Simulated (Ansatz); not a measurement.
The starting structures come from a database of crystals and need not be the phases stable at ambient conditions.

**Evanescent states of BeS (F-43m, zinc blende, 2 atoms a cell, 14.4 Å³ an atom) along the normal of (111)**

Calculation: r2SCAN (plane waves, PAW; Ansatz, a program for electronic structure).

The gap is the functional's own, uncorrected, and κ follows it; spin-orbit coupling is left out. Mid-gap means the computed energy nearest the middle.

Energies count from the valence-band top; κ is the least over a 12×12 mesh across the current.

```tsv
E (eV)	κ (1/Å)	where
0.09	0.067	Γ
0.26	0.113	Γ
0.42	0.144	Γ
0.59	0.168	Γ
0.77	0.187	Γ
0.94	[?]	Γ
1.10	[?]	Γ
1.27	[?]	Γ
1.45	[?]	Γ
1.61	[?]	Γ
1.78	[?]	Γ
1.96	[?]	Γ
2.12	[?]	Γ
2.29	[?]	Γ
2.46	[?]	Γ
2.63	[?]	off Γ
2.81	0.244	off Γ
2.98	0.221	off Γ
3.15	0.192	off Γ
3.31	0.155	off Γ
3.48	0.099	off Γ
```

Fill in the missing entries.


- 0.94, κ (1/Å): 0.203
- 1.10, κ (1/Å): 0.217
- 1.27, κ (1/Å): 0.229
- 1.45, κ (1/Å): 0.240
- 1.61, κ (1/Å): 0.249
- 1.78, κ (1/Å): 0.257
- 1.96, κ (1/Å): 0.264
- 2.12, κ (1/Å): 0.269
- 2.29, κ (1/Å): 0.274
- 2.46, κ (1/Å): 0.278
- 2.63, κ (1/Å): 0.263
